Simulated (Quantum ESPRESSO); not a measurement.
A working Quantum ESPRESSO input for Rb (Im-3m, 1 atom in the cell) (DFT, PBE, plane waves, PseudoDojo standard norm-conserving (PBE) pseudopotentials):

```fortran
&CONTROL
 calculation = 'scf'
 prefix = 'pwscf'
 outdir = './tmp/'
 pseudo_dir = './'
 tprnfor = .true.
 tstress = .true.
/
&SYSTEM
 ibrav = 0
 nat = 1
 ntyp = 1
 ecutwfc = 50
 occupations = 'smearing'
 smearing = 'marzari-vanderbilt'
 degauss = 0.0073499
/
&ELECTRONS
 conv_thr = 1.0d-9
 mixing_beta = 0.7
/
ATOMIC_SPECIES
Rb    85.4678  Rb.upf
ATOMIC_POSITIONS {angstrom}
Rb    0.000000000    0.000000000    0.000000000
K_POINTS {automatic}
6 6 6  0 0 0
CELL_PARAMETERS {bohr}
  -5.391861065     5.391861065     5.391861065
   5.391861065    -5.391861065     5.391861065
   5.391861065     5.391861065    -5.391861065
```

The run converged in 6 iterations: free energy E − TS -734.7878 eV; Fermi level (on the code's own zero) 1.92 eV; pressure -0.04 GPa. Each of these slips is then made, one at a time:

(1)
```diff
- ecutwfc = 50
+ ecutwfc = 50.0
-Rb    0.000000000    0.000000000    0.000000000
+Rb    0,000000000    0,000000000    0,000000000
```

(2)
```diff
-Rb    85.4678  Rb.upf
+Rb    85.4678  Rb
```

Predict the outcome of each change.


(1) Decimal commas. The program stopped before any SCF iteration.
```
Error in routine card_atomic_positions (1):
Error while parsing atomic position card.
```

(2) A potential or basis that cannot be found. The program stopped before any SCF iteration.
```
Error in routine readpp (1):
file ./Rb not found
```

The starting cell has typed, rounded lattice constants, without a prior relaxation at this level. Its lattice was rescaled by a random factor within 2.5 % of one.

Left out of this page: 4 runs of the series outside the window shown, repeating another row's setting, or not comparable.
